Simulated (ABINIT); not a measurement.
ABINIT run on ZnS (P6_3mc, 8 atoms in the cell): self-consistent single point.

Level of theory: PBE, PAW (JTH v2.0 PBE PAW) (plane waves; ABINIT).

The change in words: lattice scaled by 0.98. Reference geometry:
```
CELL_PARAMETERS angstrom
      3.80819     0.00000     0.00000
     -1.90409     3.29799     0.00000
      0.00000     0.00000    12.45011
ATOMIC_POSITIONS crystal
  Zn 0.66667 0.33333 0.74993
  Zn 0.33333 0.66667 0.24993
  Zn 0.00000 0.00000 0.50000
  Zn 0.00000 0.00000 0.00000
  S  0.66667 0.33333 0.93773
  S  0.33333 0.66667 0.43773
  S  0.00000 0.00000 0.68734
  S  0.00000 0.00000 0.18734
```

Reference input (self-consistent single point, DFT, PBE, plane waves, PAW (JTH v2.0 PBE PAW)): pseudos = [Zn.GGA_PBE-JTH.xml, S.GGA_PBE-JTH.xml]; ecut = 816 eV; pawecutdg = 1633 eV; pawxcdev = 0; occopt = 1; ngkpt = 7 7 2; nshiftk = 1; shiftk = 0 0 0; potentials = JTH v2.0 PBE PAW; nband = 38; kptopt = 1; nstep = 100. This run's input differs from it in these lines:

```diff
@@ -3,6 +3,6 @@
 pseudos "Zn.GGA_PBE-JTH.xml, S.GGA_PBE-JTH.xml"
-acell 7.1964317506 7.1964317506 23.5272962317
+acell 7.0525026051 7.0525026051 23.0567506473
 rprim
-         1.0000000000    0.0000000194    0.0000000000
-        -0.5000000168    0.8660253941    0.0000000000
+         1.0000000000    0.0000000212    0.0000000000
+        -0.5000000184    0.8660253932    0.0000000000
          0.0000000000    0.0000000000    1.0000000000
@@ -13,10 +13,10 @@
 xcart
-         1.9040938198    1.0993291286    9.3367102424
-        -0.0000000426    2.1986581835    3.1116557424
-         0.0000000000    0.0000000000    6.2250545000
+         1.8660118064    1.0773424715    9.1499761725
+        -0.0000000458    2.1546848638    3.0494226725
+         0.0000000000    0.0000000000    6.1005535000
          0.0000000000    0.0000000000    0.0000000000
-         1.9040938198    1.0993291286   11.6748407126
-        -0.0000000426    2.1986581835    5.4497862126
-         0.0000000000    0.0000000000    8.5574579201
-         0.0000000000    0.0000000000    2.3324034201
+         1.8660118064    1.0773424715   11.4413440671
+        -0.0000000458    2.1546848638    5.3407905671
+         0.0000000000    0.0000000000    8.3863088854
+         0.0000000000    0.0000000000    2.2857553854
       Angstrom
```

Log, with long lists cut:

```
--- !BeginCycle
solver: {iscf: 17, nstep: 100, nline: 4, wfoptalg: 10, }
tolerances: {toldfe: 1.00E-09, }
...

     iter   Etot(hartree)      deltaE(h)  residm     nres2
 ETOT  1  -293.09436830405    -2.931E+02 1.279E+01 4.313E+01
 ETOT  2  -299.04117489952    -5.947E+00 5.548E-01 8.432E+01
 ETOT  3  -298.82081909837     2.204E-01 2.263E-01 4.498E+01
 ETOT  4  -298.81276763014     8.051E-03 8.704E-02 1.234E+01
 ETOT  5  -298.75518367932     5.758E-02 4.113E-02 2.244E+00
   [... 74 lines left out ...]
 ETOT 80  -298.77079490690    -2.656E-09 1.866E-09 5.104E-07
 ETOT 81  -298.77079490436     2.536E-09 1.160E-08 9.750E-08
 ETOT 82  -298.77079490525    -8.833E-10 4.331E-09 2.877E-08
 ETOT 83  -298.77079490518     6.582E-11 4.376E-09 9.964E-09
 At SCF step   83, etot is converged :
  for the second time, diff in etot=  6.582E-11 < toldfe=  1.000E-09

 Cartesian components of stress tensor (hartree/bohr^3)
  sigma(1 1)= -2.61105840E-04  sigma(3 2)=  0.00000000E+00
  sigma(2 2)= -2.61105841E-04  sigma(3 1)=  0.00000000E+00
  sigma(3 3)= -2.64877050E-04  sigma(2 1)=  1.43702856E-13

 ----iterations are completed or convergence reached----

 reduced coordinates (array xred) for    8 atoms
       0.666666668853      0.333333335509      0.749930001091
       0.333333335520      0.666666668842      0.249930001091
       0.000000002186      0.000000002176      0.500000000000
       0.000000002186      0.000000002176      0.000000000000
       0.666666668853      0.333333335509      0.937730001912
       0.333333335520      0.666666668842      0.437730001912
   [... lines left out ...]
 Fermi (or HOMO) energy (hartree) =   0.22871   Average Vxc (hartree)=  -0.35529
 Fermi (or HOMO) energy (eV) =   6.22357   Average Vxc (eV)=  -9.66786
   [... lines left out ...]
local_psp           : -2.91706592454845E+02
total_energy        : -2.98770769535173E+02
total_energy_eV     : -8.12996609596918E+03
...

-Cartesian components of stress tensor (GPa)         [Pressure=  7.7190E+00 GPa]
- sigma(1 1)= -7.68199775E+00  sigma(3 2)=  0.00000000E+00
- sigma(2 2)= -7.68199775E+00  sigma(3 1)=  0.00000000E+00
- sigma(3 3)= -7.79295055E+00  sigma(2 1)=  4.22788329E-09

 Calculation completed.
```

The run converged in 83 iterations. Against the reference run the free energy goes up by 34.9 meV/atom, the pressure goes from 2.21 to 7.72 GPa, the largest force goes from 0.013 to 0.021 eV/Å and the gap on the mesh goes from 2.178 to 2.450 eV.

The starting cell comes from a database of computed structures (which also holds hypothetical and non-ambient phases and stackings), without a prior relaxation at this level. Its lattice was rescaled by a random factor within 2.5 % of one. For this run, on top of that: lattice scaled by 0.98. With a pressure of about 8 GPa the cell is away from its equilibrium volume at this level.

Cost on one core of a shared machine: roughly 10 min.
